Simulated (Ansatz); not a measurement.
Structures of equal composition on the (111) surface of fcc Pt: (√3x√3)R30°, one Pt adatom; one added row of Pt in 3. The slabs share one bottom face, and each structure is named by its start. These are constructed structures in small cells; real faces may alloy, dewet or reconstruct in larger ones, and not all known structures of the face are among them. Slabs of about 11 Å with all that they carry, Fermi-Dirac smearing of 0.1 eV. Bottom of the slabs: a bare face, its two planes held. Relaxed from the named starts with such symmetry as they have, on meshes of like density; energies extrapolated to zero smearing; no spin-orbit coupling, no U. Spin-polarised runs, if any, are marked in brackets, and their order is one that fits the cell; the others ran without spin. The cells differ, so small differences also carry the error of unlike k-meshes.

All values below come from PBE (plane waves to 420 eV, PAW; Ansatz, a program for electronic structure).

Task: Put the candidates in order of energy per 1x1 cell, lowest first, for PBE.

Result: one added row of Pt in 3 (0.00 eV), (√3x√3)R30°, one Pt adatom (0.18 eV)
